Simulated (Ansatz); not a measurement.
Start from Ta₂GaC (space group P6_3/mmc, No. 194; a cell from a computed database, its experimental status unchecked).

```xyz
8
Lattice="3.0948 0.0000 0.0000 -1.5474 2.6802 0.0000 0.0000 0.0000 13.4904" Properties=species:S:1:pos:R:3 pbc="T T T"
Ta     0.0000     1.7868     7.9665
Ta     1.5474     0.8934     5.5240
Ta     1.5474     0.8934     1.2212
Ta     0.0000     1.7868    12.2692
Ga     0.0000     1.7868     3.3726
Ga     1.5474     0.8934    10.1178
C      0.0000     0.0000     0.0000
C      0.0000     0.0000     6.7452
```

Level of theory: PBEsol (Ansatz, a first-principles code; PAW; 420 eV plane waves; spin-orbit coupling left out).

One change was made to it. Results:

```tsv
quantity	base	after
density	13.17 g/cm³	13.21 g/cm³
shortest interatomic distance	4.090 bohr	4.087 bohr
```

**Question.** What was done to the base?
(A) pressure −2 GPa
(B) pressure 3 GPa
(C) pressure 0.7 GPa
(D) pressure 5 GPa

**Answer.** C, pressure 0.7 GPa. For comparison, the density in the other runs: pressure 5 GPa gives 13.47 g/cm³; pressure 3 GPa gives 13.35 g/cm³; pressure −2 GPa gives 13.04 g/cm³.

Load acts through the strain it causes; cell and atoms are relaxed under it. Stability against distortions was not tested. Competing high-pressure phases were not computed. All final runs are without spin polarisation.
